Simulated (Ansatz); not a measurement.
Take InP in the zinc blende structure (space group F-43m, No. 216) as the base.

```
InP
1.0
    0.00000     2.97990     2.97990
    2.97990     0.00000     2.97990
    2.97990     2.97990     0.00000
P In
1 1
Direct
  0.75000   0.75000   0.75000
  0.00000   0.00000   0.00000
```

Level of theory: plane-wave PAW DFT at the PBE level (Ansatz, an electronic-structure program, 420 eV), without spin-orbit coupling, earlier PAW set.

For the base:

| Item | Result |
|---|---|
| Valley order | Γ 0.44 eV; L along ⟨111⟩ 1.38 eV; X along ⟨100⟩ 1.85 eV |

Now apply this change: a hydrostatic pressure of 1.5 GPa.

### Question
What does the calculation give for the valley order after the change?

### Answer
The valley order (the lowest conduction-band minima on the path, energy above the VBM, named in the base's zone) goes from Γ 0.44 eV; L along ⟨111⟩ 1.38 eV; X along ⟨100⟩ 1.85 eV to Γ 0.57 eV; L along ⟨111⟩ 1.44 eV; X along ⟨100⟩ 1.81 eV.

The levels and masses belong to the bands next to the band gap. Load acts through the strain it causes; cell and atoms are relaxed under it. No phonon test of stability was made.
